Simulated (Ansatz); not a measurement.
```xyz
2
Lattice="2.9703 0.0000 0.0000 0.0000 2.9703 0.0000 0.0000 0.0000 2.9703" Properties=species:S:1:pos:R:3 pbc="T T T"
Ti     1.4851     1.4851     1.4851
Ni     0.0000     0.0000     0.0000
```

The cell is a database entry relaxed within its symmetry; it need not be the phase found at ambient conditions.

Problem. This cell was relaxed within its symmetry with PBEsol density-functional theory in Ansatz (plane waves, PAW). Can a quasi-harmonic thermal-expansion study be run on it?

Solution. No: one of the study's cells has modes far below zero and is most likely at no minimum at this level, though too few k-points were not ruled out (phonon / k mesh 3×3×3 / 12×12×12, smearing 0.15 eV). The program stopped with this message:

```
vibrations stand at or below zero in cell 4 (1.185 modes a cell, the lowest at -83.1 cm⁻¹): the crystal is at no minimum there, or its k-points are too few: type the crystal that it becomes, another pressure, or a denser kpoints.mp_grid, in a new run
```

Ansatz is a quantum-chemistry and plane-wave program.

Keys are those of Ansatz 0.2.
